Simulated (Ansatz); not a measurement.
The reference is PbSe in the rock salt structure (space group Fm-3m, No. 225).

```xyz
2
Lattice="0.0000 3.1089 3.1089 3.1089 0.0000 3.1089 3.1089 3.1089 0.0000" Properties=species:S:1:pos:R:3 pbc="T T T"
Pb     0.0000     0.0000     0.0000
Se     3.1089     3.1089     3.1089
```

All numbers come from PBE in Ansatz (plane waves to 420 eV, PAW, no spin-orbit coupling).

One change was made to it. Results:

```tsv
quantity	base	after
electron mass	0.15 mₑ along k, 0.12 mₑ across (at L)	0.13 mₑ along k, 0.12 mₑ across (at L)
hole mass	0.18 mₑ along k, 0.11 mₑ across (at L)	0.16 mₑ along k, 0.11 mₑ across (at L)
mean gap deformation potential ΔEg/Δln V	–	+3.0 eV
volume per atom	30.05 Å³	29.50 Å³
```

Question: What was done to the base?
(A) pressure 4.5 GPa
(B) pressure 0.9 GPa
(C) pressure −1 GPa
(D) pressure 2.1 GPa
(E) pressure −2 GPa

Answer: B, pressure 0.9 GPa. For comparison, the electron mass in the other runs: pressure 4.5 GPa gives 0.065 mₑ along k, 0.12 mₑ across (at L); pressure −2 GPa gives 0.19 mₑ along k, 0.13 mₑ across (at L); pressure 2.1 GPa gives 0.11 mₑ along k, 0.12 mₑ across (at L); pressure −1 GPa gives 0.17 mₑ along k, 0.13 mₑ across (at L).

With Pb present, leaving out spin-orbit coupling can change the band edges. Load acts through the strain it causes; cell and atoms are relaxed under it. Masses are band curvatures over ±0.01 Å⁻¹ around the edge. Along k means along the line from Γ to the band edge. Whether these cells are dynamically stable was not tested.

Ansatz is a program for electronic structure.
